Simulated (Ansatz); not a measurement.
**Cu under a change: biaxial strain −3.00 %, plane normal [001], relaxed out of plane**

Consider Cu in the fcc (Cu type) structure (space group Fm-3m, No. 225; a = 3.5768 Å; relaxed with 0.1 eV smearing). Axes: x, y, z lie along the cube axes.

The change: biaxial strain −3.00 %, plane normal [001], relaxed out of plane (Cartesian); in-plane vectors clamped, the third vector and the atoms free.

Level of theory: r2SCAN, PAW, 500 eV (Ansatz, an electronic-structure program; without spin-orbit coupling). Γ-centred 32×32×32 mesh, Fermi–Dirac width 0.1 eV.

```tsv
quantity	base	changed	shift
volume per atom	11.44 Å³	11.20 Å³	-0.24 Å³
space group	Fm-3m (No. 225)	I4/mmm (No. 139)	–
shortest interatomic distance	2.529 Å	2.453 Å	-0.076 Å
energy relative to the base (free energy F)	0 meV/atom	+11 meV/atom	+11 meV/atom
band gap	zero	zero	–
out-of-plane strain	–	+4.09 %	–
ratio −ε⊥/ε∥	–	1.36	–
```

Stability against distortions was not tested. All final runs are without spin polarisation.
